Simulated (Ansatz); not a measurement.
The reference is SiO₂ (space group P3_221, No. 154; a = 4.949 Å, c = 5.441 Å).

The values are results of plane-wave PAW DFT at the PBEsol level (Ansatz, a first-principles code, 420 eV), without spin-orbit coupling, not measurements.

Before the change:

* **Band gap**: 5.72 eV
* **Electron mass**: 0.50 mₑ (at Γ)
* **Pressure**: 0.01 GPa

It is then changed as follows: an isotropic linear strain of −0.75 %; the atoms relax in the strained cell.

Q: What does the calculation give for the band gap, electron mass and pressure after the change?

A: The band gap rises by 0.06 eV, from 5.72 eV to 5.78 eV; the electron mass becomes 0.49 mₑ (at Γ) (base: 0.50 mₑ (at Γ)); the pressure (mean of the normal stresses, compression positive) goes up by 0.78 GPa, from 0.01 GPa to 0.79 GPa.

Effective masses come from finite differences of ±0.01 Å⁻¹. Stability against distortions was not tested.
